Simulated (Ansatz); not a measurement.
# LiH under a change: isotropic strain +1.76 %

Start from LiH in the rock salt structure (space group Fm-3m, No. 225; a = 4.005 Å).

One thing is altered: an isotropic linear strain of +1.76 %, atoms relaxed at fixed cell.

Calculations: r2SCAN (Ansatz, a quantum-chemistry and plane-wave program), no spin-orbit coupling. k-mesh 14×14×14 (Γ-centred); smearing 0.05 eV (Fermi–Dirac).

| quantity | base | changed | shift |
|---|---|---|---|
| volume per atom | 8.03 Å³ | 8.46 Å³ | +0.43 Å³ |
| energy relative to the base (free energy F) | 0 meV/atom | +2.4 meV/atom | +2.4 meV/atom |
| pressure | 0.00 GPa | -1.74 GPa | -1.735 GPa |
| band gap | 3.63 eV | 3.66 eV | +0.03 eV |
| gap character | direct at X | direct at X | – |
| mean gap deformation potential ΔEg/Δln V | – | +0.6 eV | – |
| electron mass | 0.13 mₑ along k, 0.98 mₑ across (at X) | 0.13 mₑ along k, 0.98 mₑ across (at X) | – |

Masses are band curvatures over ±0.01 Å⁻¹ around the edge. Along k means along the line from Γ to the band edge. Whether these cells are dynamically stable was not tested.
